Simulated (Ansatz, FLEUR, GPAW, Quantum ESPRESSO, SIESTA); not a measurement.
**CoSi (P2_13, 8 atoms in the cell) computed with different codes at matched settings**

Self-consistent single point.

```xyz
8
Lattice="4.4410 0.0000 0.0000 0.0000 4.4410 0.0000 0.0000 0.0000 4.4410" Properties=species:S:1:pos:R:3 pbc="T T T"
Co     3.7930     2.8684     1.5725
Co     2.8684     1.5725     3.7930
Co     1.5725     3.7930     2.8684
Co     0.6479     0.6479     0.6479
Si     0.6952     1.5253     2.9157
Si     1.5253     2.9157     0.6952
Si     2.9157     0.6952     1.5253
Si     3.7458     3.7458     3.7458
```

All programs got the same cell, k-point mesh and kind of occupations (in Ansatz's words: kpoints.mp_grid.grid = 9 9 9; scf.occupations.method = gaussian; scf.occupations.width = 0.0073 Ry); potentials, basis and cutoffs are each program's usual ones.

```json
[
 {"code": "GPAW", "model": "PBE, GPAW PAW datasets PBE (gpaw-data 1.0.1)", "pressure (GPa)": "-0.09", "largest force (eV/Å)": "0.040", "k-points": "45", "cutoff": "850 eV"},
 {"code": "Quantum ESPRESSO", "model": "PBE, PSlibrary PAW (PBE) pseudopotentials", "pressure (GPa)": "-2.16", "largest force (eV/Å)": "0.052", "k-points": "45", "cutoff": "50 Ry"},
 {"code": "SIESTA", "model": "GGA PBE, numerical atomic orbitals DZP, PseudoDojo PBE standard norm-conserving potentials (rewritten from UPF to PSML)", "pressure (GPa)": "-2.22", "largest force (eV/Å)": "0.039", "k-points": "365", "cutoff": "grid 350 Ry"},
 {"code": "FLEUR", "model": "PBE, all-electron FLAPW (FLEUR), scalar-relativistic valence", "pressure (GPa)": "–", "largest force (eV/Å)": "0.055", "k-points": "45", "cutoff": "Kmax 4.2 1/bohr"},
 {"code": "Ansatz", "model": "PBE, default PAW files", "pressure (GPa)": "-1.76", "largest force (eV/Å)": "0.063", "k-points": "45", "cutoff": "30.9 Ry"}
]
```

Size of the force on each atom (eV/Å): Sizes of forces hide their directions.

```
code                Co1    Co2    Co3    Co4    Si5    Si6    Si7    Si8
----------------  -----  -----  -----  -----  -----  -----  -----  -----
GPAW              0.040  0.040  0.040  0.040  0.025  0.025  0.025  0.025
Quantum ESPRESSO  0.052  0.052  0.052  0.052  0.026  0.026  0.026  0.026
SIESTA            0.039  0.039  0.039  0.039  0.005  0.005  0.005  0.005
FLEUR             0.055  0.055  0.055  0.055  0.041  0.041  0.041  0.041
Ansatz            0.063  0.063  0.063  0.063  0.032  0.032  0.032  0.032
```

A dash marks a value that a program does not give, or that is left out as unsure.

The spread over the programs that give each value: pressure within 2.13 GPa; largest force within 0.024 eV/Å.

The starting cell comes from a database of computed structures (which also holds hypothetical and non-ambient phases and stackings), without a prior relaxation at this level. Its lattice was rescaled by a random factor within 2.5 % of one. On Ansatz's run: Spin polarisation is off.

**Question.** Why do the programs differ, and what cannot be compared?

**Answer.** Differences of this kind can come from the potentials, where these differ, and from what each basis and cutoff leave unconverged. The valence holds different numbers of electrons (GPAW 52, Quantum ESPRESSO 52, SIESTA 84, FLEUR 76, Ansatz (a program for electronic structure) 84). The zero of total energies and Fermi levels follows the potentials and each program's conventions, so they are not compared here. SIESTA uses small atom-centred bases, whose incompleteness enters pressures, forces and empty levels differently from a plane-wave cutoff. FLEUR treats all electrons, but the usual bases taken here (sphere radii, linearisation, local orbitals, empty states) were not tested for convergence, so the values are no reference for the others. Ansatz's pressure is given at a fixed set of plane waves, as the other plane-wave codes print theirs; with its correction for the finite basis it is -1.67 GPa. Ansatz's smearing width was typed in Ry to four decimals, so it matches the others to a few per cent. The programs reduce the same mesh by symmetry to different extents, which changes the work and not the result. In the pressure, GPAW (by 1.67) lies more than 1 GPa from the median of the plane-wave programs.

Left out of this page: ABINIT (stopped by limits of time or memory).

Keys are those of Ansatz 0.2.
